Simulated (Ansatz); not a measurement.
Given:

```yaml
crystal:
  lattice:
    - [3.15313, 0.00000, 0.00000]
    - [-1.57656, 2.73069, 0.00000]
    - [1.57656, 0.91023, 5.99729]
  atoms:
    - { symbol: Mo, position: [0.00049, 0.00024, 0.99927] }
    - { symbol: S, position: [0.15993, 0.57997, 0.26010] }
    - { symbol: S, position: [0.50754, 0.75377, 0.73869] }
```

The cell was relaxed by PBE-D3(BJ); by r2SCAN it stands under a pressure of 3.1 GPa.

Transport runs along the normal of the first two printed cell vectors, the (001) plane of the conventional cell.

The gap is the functional's own, uncorrected, and κ follows it; spin-orbit coupling is left out. Mid-gap means the computed energy nearest the middle.

Problem. Give the band gap and the smallest decay constant κ at mid-gap that r2SCAN (Ansatz, a program for electronic structure) yields.

Solution. Gap 0.89 eV on a 12×12×12 mesh; κ = 0.208 1/Å, at (0.167, 0.167) of the in-plane reciprocal vectors. At the zone centre the slowest state has κ = 0.35 1/Å.
